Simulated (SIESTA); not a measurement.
# How far to go with the SCF threshold: PbBrF (P4mm, 6 atoms in the cell)

```xyz
6
Lattice="4.1976 0.0000 0.0000 0.0000 4.1976 0.0000 0.0000 0.0000 7.6853" Properties=species:S:1:pos:R:3 pbc="T T T"
Pb     0.0000     2.0988     6.2705
Pb     2.0988     0.0000     1.4648
Br     2.0988     0.0000     5.0164
Br     0.0000     2.0988     2.6689
F      2.0988     2.0988     0.0000
F      0.0000     0.0000     0.0000
```

Computed with GGA PBEsol, numerical atomic orbitals DZP, PseudoDojo PBEsol standard norm-conserving potentials (rewritten from UPF to PSML) (SIESTA).

Base settings: XC.functional = GGA; XC.authors = PBEsol; potentials = PseudoDojo PBEsol standard; PAO.BasisSize = DZP; PAO.EnergyShift = 0.005 Ry; MeshCutoff = 300 Ry; kgrid.MonkhorstPack = 3 3 2; OccupationFunction = FD; ElectronicTemperature = 580.23 K; MaxSCFIterations = 150.

In this ladder: SCF.DM.Tolerance = default; SCF.DM.Converge = false; SCF.H.Converge = false; SCF.FreeE.Converge = true.

The mesh stays at the base's, so the ladder's end is converged at best in this setting alone.

Only quantities that move along the ladder and can be compared are tabulated; the gap is left out on so coarse a mesh.

The starting cell comes from a database of computed structures (which also holds hypothetical and non-ambient phases and stackings), without a prior relaxation at this level. Its lattice was rescaled by up to half a per cent. One atom was moved a little off its site on purpose. Values carry the incompleteness of an atom-centred basis.

Steps (SCF.FreeE.Tolerance): 1.0E-01 eV; 1.0E-02 eV; 1.0E-03 eV; 1.0E-04 eV; 1.0E-05 eV; 1.0E-06 eV; 1.0E-07 eV; 1.0E-08 eV; 1.0E-10 eV; 1.0E-12 eV.

Question: What is the coarsest SCF.FreeE.Tolerance that holds the forces within 0.01 eV/Å of the last step, with all finer ones?

Answer: 1.0E-04 eV; the step before is off by 0.017 eV/Å.

Question: What is the coarsest SCF.FreeE.Tolerance that holds the free energy within 1 meV/atom of the last step, with all finer ones?

Answer: 1.0E-04 eV; the step before is off by 2.3 meV/atom.

Question: What is the coarsest SCF.FreeE.Tolerance that holds the pressure within 0.1 GPa of the last step, with all finer ones?

Answer: 1.0E-04 eV; the step before is off by 0.25 GPa.

```csv
SCF.FreeE.Tolerance,free energy less the last step's (meV/atom),pressure (GPa),largest difference of a force vector from the last step's (eV/Å)
1.0E-01 eV,1.43,-1.72,0.023
1.0E-02 eV,2.23,-1.51,0.025
1.0E-03 eV,2.33,-2.01,0.017
1.0E-04 eV,0.00,-1.76,0.000
1.0E-05 eV,0.00,-1.76,0.000
1.0E-06 eV,0.00,-1.76,0.000
1.0E-07 eV,0.00,-1.76,0.000
1.0E-08 eV,0.00,-1.76,0.000
1.0E-10 eV,0.00,-1.76,0.000
1.0E-12 eV,0.00,-1.76,0.000
```

Two neighbours can agree and both be off: 1.0E-02 eV and 1.0E-03 eV differ by 0.10 meV/atom in the free energy, yet lie about 2.3 meV/atom from the last step.
